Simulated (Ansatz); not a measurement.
Pressure series in TaAs

Consider TaAs (space group I4_1md, No. 109).

```yaml
crystal:
  lattice:
    - [-1.73159, 1.73159, 5.86738]
    - [1.73159, -1.73159, 5.86738]
    - [1.73159, 1.73159, -5.86738]
  atoms:
    - { symbol: Ta, position: [0.99912, 0.99912, 0.00000] }
    - { symbol: Ta, position: [0.74912, 0.24912, 0.50000] }
    - { symbol: As, position: [0.41688, 0.41688, 0.00000] }
    - { symbol: As, position: [0.16688, 0.66688, 0.50000] }
```

Cell and atoms are relaxed at each pressure.

Computed with PBE in Ansatz (plane waves to 420 eV, PAW, no spin-orbit coupling), earlier PAW set.

| pressure (GPa) | volume per atom (Å³/atom) |
|---|---|
| -1 | 17.695 |
| 0 | 17.593 |
| 0.9 | 17.503 |
| 2.1 | 17.387 |
| 4.5 | 17.166 |
| 9 | 16.789 |
| 15 | 16.345 |
| 22.5 | ? |
| 30 | 15.440 |

Task: Fit the third-order Birch–Murnaghan form P(V) = (3B₀/2)[(V₀/V)^(7/3) − (V₀/V)^(5/3)]·[1 + (3/4)(B₀′ − 4)((V₀/V)^(2/3) − 1)] (squares taken in P) to the rows shown and predict the withheld row.

Result: Least squares on the printed values gives V₀ = 17.592 Å³/atom, B₀ = 175 GPa, B₀′ = 4.2; this predicts 15.861 Å³/atom, and the run gives 15.862 Å³/atom, in agreement.

Load acts through the strain it causes; cell and atoms are relaxed under it. No phonon test of stability was made. No other phases were tried under pressure. The final runs are not spin-polarised.

Ansatz is a program for electronic structure.
